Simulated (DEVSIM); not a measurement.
Device: abrupt Si n-p junction, at 300 K.

Layer 1 from the left is Si, thickness (μm) 75.0, Nd (cm⁻³) 1.3e18, τn (s) 0.00015, τp (s) 0.00015. Layer 2 from the left is Si, thickness (μm) 4.80, Na (cm⁻³) 4.7e14, τn (s) 0.00015, τp (s) 0.00015.

Left contact: ohmic. Right contact: ohmic. Voltage is applied to the left contact. Recombination: SRH at mid-gap, radiative. Mobility is constant in doping.

This is a model device: material constants are rounded textbook-type values typed into the input, and sizes, dopings and lifetimes were drawn at random. Values at 300 K.

Si: gap (eV) 1.124, affinity (eV) 4.05, permittivity 11.7, Nc (cm⁻³) 2.86e19, Nv (cm⁻³) 3.1e19, μn (cm²/Vs) 1417, μp (cm²/Vs) 470, B (cm³/s) 4.7e-15.

### Question
Estimate by hand the built-in potential, the peak field at zero bias, and compare with a numerical solution.

### Answer

- Built-in potential: ni = √(Nc Nv) exp(−Eg/2kT) = 1.08e10 cm⁻³ with Eg = 1.124 eV; Vbi = kT/q ln(Na Nd/ni²) = 0.757 V; numerical 0.757 V.
- Peak field at zero bias: depletion approximation: W = √(2εVbi/(qN)) = 1.44 μm with N = 4.70e14 cm⁻³; field = 2Vbi/W = 10500 V/cm; numerical 62600 V/cm (estimate below by 83 %).

Simulated with DEVSIM: 1D drift-diffusion, Boltzmann statistics, complete ionisation; no tunnelling, impact ionisation, image-force lowering or self-heating.
